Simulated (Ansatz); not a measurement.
System: interstitial C in silicon strained by +1.5 % along x and y, z held (neutral cell). Method: PBE, PAW (plane waves to 420 eV; Ansatz, an electronic-structure program).

Settings: 64 host sites, the strained lattice (strain from the relaxed PBE one, atoms relaxed), a 2×2×2 k-point mesh shifted by half a step, smearing 0.01 eV, spin-restricted, no image-charge correction. Energies are static. The charge state is imposed; whether it is stable for some Fermi level was not computed. Sites that were not tried may lie lower.

Barriers: single points on a 3×3×3 k-point mesh shifted by half a step at the bands' geometries.

The step: several atoms move together, C the farthest. Atoms about the jump, Cartesian Å from the middle of the jump, before and after:

```json
[
 {"atom": "C1", "x0": "0.15", "y0": "0.69", "z0": "-0.13", "x1": "-0.15", "y1": "-0.69", "z1": "0.13"},
 {"atom": "Si2", "x0": "-0.38", "y0": "-0.58", "z0": "1.08", "x1": "-0.15", "y1": "-0.70", "z1": "1.88"},
 {"atom": "Si3", "x0": "1.90", "y0": "0.69", "z0": "-0.13", "x1": "1.10", "y1": "0.55", "z1": "-0.38"},
 {"atom": "Si4", "x0": "-1.62", "y0": "-2.15", "z0": "-0.16", "x1": "-1.39", "y1": "-1.94", "z1": "-0.38"},
 {"atom": "Si5", "x0": "-0.38", "y0": "1.96", "z0": "-1.34", "x1": "-0.17", "y1": "2.13", "z1": "-1.57"},
 {"atom": "Si6", "x0": "-1.60", "y0": "0.68", "z0": "-2.91", "x1": "-1.57", "y1": "0.72", "z1": "-2.91"},
 {"atom": "Si7", "x0": "-2.96", "y0": "-0.73", "z0": "-1.53", "x1": "-2.98", "y1": "-0.68", "z1": "-1.57"},
 {"atom": "Si8", "x0": "-1.60", "y0": "0.70", "z0": "2.65", "x1": "-1.64", "y1": "0.80", "z1": "2.84"},
 {"atom": "Si9", "x0": "2.87", "y0": "-0.83", "z0": "-1.57", "x1": "2.68", "y1": "-0.72", "z1": "-1.57"},
 {"atom": "Si10", "x0": "-0.15", "y0": "-3.48", "z0": "-1.49", "x1": "-0.13", "y1": "-3.53", "z1": "-1.57"},
 {"atom": "Si11", "x0": "-1.62", "y0": "3.53", "z0": "-0.10", "x1": "-1.53", "y1": "3.46", "z1": "-0.13"},
 {"atom": "Si12", "x0": "1.24", "y0": "-2.08", "z0": "-2.84", "x1": "1.27", "y1": "-2.12", "z1": "-2.91"},
 {"atom": "Si13", "x0": "-2.96", "y0": "2.11", "z0": "1.27", "x1": "-2.91", "y1": "2.07", "z1": "1.24"},
 {"atom": "Si14", "x0": "1.19", "y0": "-1.95", "z0": "2.47", "x1": "1.34", "y1": "-2.19", "z1": "2.84"},
 {"atom": "Si15", "x0": "2.87", "y0": "2.22", "z0": "1.32", "x1": "2.49", "y1": "1.94", "z1": "1.18"}
]
```

Problem. Predict the transition state.

Solution. 
```json
[
 {"atom": "C1", "x": "-0.31", "y": "-0.03", "z": "-0.27"},
 {"atom": "Si2", "x": "-0.30", "y": "-0.58", "z": "1.52"},
 {"atom": "Si3", "x": "1.48", "y": "0.55", "z": "-0.29"},
 {"atom": "Si4", "x": "-1.34", "y": "-1.78", "z": "-0.32"},
 {"atom": "Si5", "x": "-0.32", "y": "1.81", "z": "-1.33"},
 {"atom": "Si6", "x": "-1.61", "y": "0.67", "z": "-2.94"},
 {"atom": "Si7", "x": "-3.01", "y": "-0.67", "z": "-1.57"},
 {"atom": "Si8", "x": "-1.65", "y": "0.80", "z": "2.81"},
 {"atom": "Si9", "x": "2.82", "y": "-0.81", "z": "-1.60"},
 {"atom": "Si10", "x": "-0.10", "y": "-3.45", "z": "-1.50"},
 {"atom": "Si11", "x": "-1.53", "y": "3.43", "z": "-0.08"},
 {"atom": "Si12", "x": "1.29", "y": "-2.11", "z": "-2.90"},
 {"atom": "Si13", "x": "-2.96", "y": "2.10", "z": "1.29"},
 {"atom": "Si14", "x": "1.26", "y": "-2.05", "z": "2.62"},
 {"atom": "Si15", "x": "2.62", "y": "2.03", "z": "1.25"}
]
```
It lies 0.70 eV above the start and 0.48 eV above the end. The saddle point's order was not checked.
